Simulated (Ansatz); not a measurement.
# WO3: pressure series

Start from WO3 (space group P6/mmm, No. 191; a = 7.3895 Å, c = 3.7995 Å).

Cell and atoms are relaxed at each pressure.

Level of theory: Ansatz (an electronic-structure program) PBEsol, no spin-orbit coupling.

```json
[
 {"case": "base", "lattice parameter a": "7.390 Å", "width of the top valence band": "1.10 eV", "smallest direct gap": "1.37 eV", "band gap": "0.61 eV"},
 {"case": "pressure −2 GPa", "lattice parameter a": "7.419 Å", "width of the top valence band": "1.08 eV", "smallest direct gap": "1.34 eV", "band gap": "0.60 eV"},
 {"case": "pressure −1 GPa", "lattice parameter a": "7.404 Å", "width of the top valence band": "1.09 eV", "smallest direct gap": "1.36 eV", "band gap": "0.61 eV"},
 {"case": "pressure 0.3 GPa", "lattice parameter a": "7.385 Å", "width of the top valence band": "1.10 eV", "smallest direct gap": "1.37 eV", "band gap": "0.61 eV"},
 {"case": "pressure 0.7 GPa", "lattice parameter a": "7.379 Å", "width of the top valence band": "1.10 eV", "smallest direct gap": "1.37 eV", "band gap": "0.62 eV"},
 {"case": "pressure 1.5 GPa", "lattice parameter a": "7.368 Å", "width of the top valence band": "1.11 eV", "smallest direct gap": "1.38 eV", "band gap": "0.62 eV"},
 {"case": "pressure 3 GPa", "lattice parameter a": "7.347 Å", "width of the top valence band": "1.12 eV", "smallest direct gap": "1.40 eV", "band gap": "0.63 eV"},
 {"case": "pressure 5 GPa", "lattice parameter a": "7.319 Å", "width of the top valence band": "1.13 eV", "smallest direct gap": "1.41 eV", "band gap": "0.64 eV"},
 {"case": "pressure 7.5 GPa", "lattice parameter a": "7.286 Å", "width of the top valence band": "1.15 eV", "smallest direct gap": "1.43 eV", "band gap": "0.65 eV"},
 {"case": "pressure 10 GPa", "lattice parameter a": "7.254 Å", "width of the top valence band": "1.15 eV", "smallest direct gap": "1.45 eV", "band gap": "0.66 eV"}
]
```

With W present, leaving out spin-orbit coupling can change the band edges. Load acts through the strain it causes; cell and atoms are relaxed under it. Whether these cells are dynamically stable was not tested. No other phases were tried under pressure.
